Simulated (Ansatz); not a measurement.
The starting structures come from a database of crystals and need not be the phases stable at ambient conditions.

# Evanescent states of K2Os(Cl2O)2 (I4/mmm, not sure to be the ambient phase, 9 atoms a cell, 25.5 Å³ an atom, -2 GPa at this level) along the normal of (101)

Computed with PBEsol (plane waves, PAW; Ansatz, an electronic-structure program).

The gap is the functional's own, uncorrected, and κ follows it; spin-orbit coupling is left out. Mid-gap values are interpolated between the computed energies.

Energies count from the valence-band top; κ is the least over a 6×6 mesh across the current.

```
E (eV)  κ (1/Å)  where
------  -------  -----
0.04      0.174  off Γ
0.14      0.294  off Γ
0.23      0.373  off Γ
0.32      0.438      Γ
0.41      0.438      Γ
0.49      0.437      Γ
0.58      0.436  off Γ
0.68      0.430  off Γ
0.77      0.423  off Γ
0.85      0.415  off Γ
0.94      0.406  off Γ
1.03      0.395  off Γ
1.12      0.383  off Γ
1.22      0.368  off Γ
1.30      0.351  off Γ
1.40      0.330  off Γ
1.49      0.303  off Γ
1.57      0.258  off Γ
```

**Question.** How thick must the barrier be to attenuate the transmission by 10^8 when the electrodes' Fermi level lies at 0.85 eV, and what attenuation does that film give at 0.94 eV?

**Answer.** d = 8 ln 10 / (2 × 0.415) = 22.2 Å. At 0.94 eV it gives 8 × 0.406/0.415 = 7.8 decades.
